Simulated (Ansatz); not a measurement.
Consider the energy change from cell B to cell A (F taken out, Cl put in, in a slab cell with 12 atoms a plane). Reaction: cell B + 1/2 BaCl2 (gas) → cell A + 1/2 BaF2 (gas). Negative: the products are lower in energy.

Cell A: a slab of BaTiO3 (P4mm) cut along (001), 41 atoms, square cell of 7.97 Å (63.5 Å²), symmetry P1 within 0.02 Å, 8.7 Å thick under 17 Å of vacuum, in-plane vectors held at the crystal's; planes from bottom to top: Ti4O8 | Ba4O4 | Ti4O8 | Ba4O4 | Cl, its two faces unlike (dipole correction applied); added, foreign or displaced atoms, above the top plane: Cl bound to 2 Ba at 3.08 Å; spin state with PBE: net moment 0.8 μB a cell, k-point mesh 3×3×1.
```xyz
41
Lattice="7.9704 0.0000 0.0000 0.0000 7.9704 0.0000 0.0000 0.0000 25.5153" Properties=species:S:1:pos:R:3 pbc="T T T"
Ba     0.0206     0.0866    10.0687
Ti     2.0489     2.1057     8.1828
O     -0.0765     2.0005     8.0148
O      1.9860     2.0384    10.0143
O      1.9352    -0.0250     8.0173
Ba     0.0378     0.0156    14.3063
Ti     2.0204     2.1043    12.3369
O     -0.0200     2.0227    12.1630
O      1.9632     2.0480    14.1735
O      1.9778     0.0416    12.1806
Ba     0.0203     4.0502    10.0785
Ti     2.0424     6.0890     8.1898
O     -0.0764     5.9753     8.0046
O      1.9520     6.0207    10.0280
O      1.9372     3.9719     8.0105
Ba     0.0352     4.1687    14.3144
Ti     2.0533     6.0955    12.2595
O     -0.0244     6.0189    12.2196
O      2.1055     6.0320    14.0820
O      1.9708     4.0090    12.1857
Ba     4.0009     0.0876    10.0574
Ti     6.0338     2.1069     8.1852
O      3.9077     1.9997     8.0038
O      5.9598     2.0378    10.0169
O      5.9257    -0.0257     8.0212
Ba     4.0202     0.0795    14.1414
Ti     6.0659     2.1007    12.3290
O      3.9496     2.0305    12.2251
O      6.0045     2.0443    14.1660
O      5.9482     0.0444    12.1702
Ba     4.0024     4.0474    10.0649
Ti     6.0379     6.0893     8.1911
O      3.9052     5.9782     8.0365
O      5.9891     6.0199    10.0334
O      5.9240     3.9719     8.0139
Ba     4.0201     4.0858    14.1347
Ti     6.0273     6.0952    12.2561
O      3.9607     6.0132    12.0798
O      5.8619     6.0345    14.0710
O      5.9551     4.0054    12.1776
Cl    -0.0054    -1.8882    16.7258
```

Cell B: a slab of BaTiO3 (P4mm) cut along (001), 41 atoms, square cell of 7.97 Å (63.5 Å²), symmetry P1 within 0.02 Å, 8.1 Å thick under 17 Å of vacuum, in-plane vectors held at the crystal's; planes from bottom to top: Ti4O8 | Ba4O4 | Ti4O8 | Ba4O4 | F, its two faces unlike (dipole correction applied); added, foreign or displaced atoms, above the top plane: F bound to 2 Ba at 2.53 Å; spin state with PBE: net moment 0.8 μB a cell, k-point mesh 3×3×1.
```
CELL_PARAMETERS angstrom
      7.97041     0.00000     0.00000
      0.00000     7.97041     0.00000
      0.00000     0.00000    25.04814
ATOMIC_POSITIONS crystal
  Ba 0.99410 0.00390 0.40228
  Ti 0.25154 0.25745 0.32713
  O  0.98596 0.24384 0.31986
  O  0.24404 0.24491 0.40058
  O  0.23699 0.99193 0.31965
  Ba 0.00692 0.00586 0.57257
  Ti 0.23902 0.25958 0.48941
  O  0.99707 0.24976 0.48654
  O  0.24544 0.27134 0.56223
  O  0.24644 0.99805 0.48897
  Ba 0.99356 0.50328 0.40181
  Ti 0.25183 0.75942 0.32721
  O  0.98567 0.74477 0.32019
  O  0.24370 0.75388 0.40084
  O  0.23725 0.49087 0.32131
  Ba 0.99264 0.50533 0.56357
  Ti 0.23910 0.75672 0.48924
  O  0.99645 0.74698 0.48610
  O  0.24533 0.73150 0.56166
  O  0.24846 0.49819 0.48111
  Ba 0.49727 0.00377 0.40250
  Ti 0.75087 0.25798 0.32671
  O  0.48486 0.24397 0.32007
  O  0.74342 0.25021 0.39974
  O  0.73880 0.99200 0.31998
  Ba 0.47341 0.00574 0.57304
  Ti 0.73959 0.25322 0.49329
  O  0.49908 0.24750 0.48697
  O  0.74592 0.24735 0.56665
  O  0.74900 0.99906 0.48554
  Ba 0.49780 0.50359 0.40178
  Ti 0.75177 0.75844 0.32688
  O  0.48431 0.74495 0.32045
  O  0.74373 0.74919 0.39998
  O  0.73890 0.49144 0.31959
  Ba 0.49167 0.50560 0.56307
  Ti 0.74021 0.76412 0.49278
  O  0.49977 0.74913 0.48637
  O  0.74614 0.75521 0.56621
  O  0.74668 0.49602 0.48841
  F  0.23987 0.00175 0.64145
```

Reference: an isolated BaF2 molecule (singlet) in a box of 14 × 11 × 13 Å.
```xyz
3

Ba     0.0000     0.0000    -0.7849
F      1.8716     0.0000     0.3925
F     -1.8716     0.0000     0.3925
```

Reference: an isolated BaCl2 molecule (singlet) in a box of 15 × 11 × 14 Å.
```xyz
3

Ba     0.0000     0.0000    -0.8857
Cl     2.3657     0.0000     0.4428
Cl    -2.3657     0.0000     0.4428
```

Computed with Ansatz (plane waves, PAW), its default PAW set, cutoff 420 eV. The structures are at rest with PBE, within the held lattices; other levels are single points on them. Neutral cells; Fermi-Dirac smearing of at most 0.05 eV in the solids, energies taken to zero width. The lattices are those relaxed with PBE, so at other levels the solids can be strained, which adds to the spread. Larger cells are relaxed from a start prepared with the learned potential CHGNet, on a coarser mesh till forces fall under 0.03 eV/Å, which some starts already meet. A dispersion term (D3(BJ), or D4 for r2SCAN) was computed beside these levels and is taken off wherever the name lacks it. The PAW files were made for PBE and serve at the other functionals too. Space groups of crystals are read within 0.01 Å. Nuclei at rest; no vibrational terms. The structures are the rest points that the relaxations reached, not proven lowest. The runs are scalar-relativistic, without spin-orbit coupling. No search over spin orders was made beyond those shown. No correction for cell size.

Levels: PBE, PBE+D3(BJ), LDA, PBEsol.

Q: At which levels does the right-hand side lie lower?

A: downhill: PBE (-0.24), PBE+D3(BJ) (-0.33), LDA (-0.23), PBEsol (-0.24) (values in eV; within 0.05 eV of zero counts as too close to call). The levels shown span 0.10 eV, from PBE+D3(BJ) (-0.33) to LDA (-0.23).

Ansatz is a quantum-chemistry and plane-wave program.
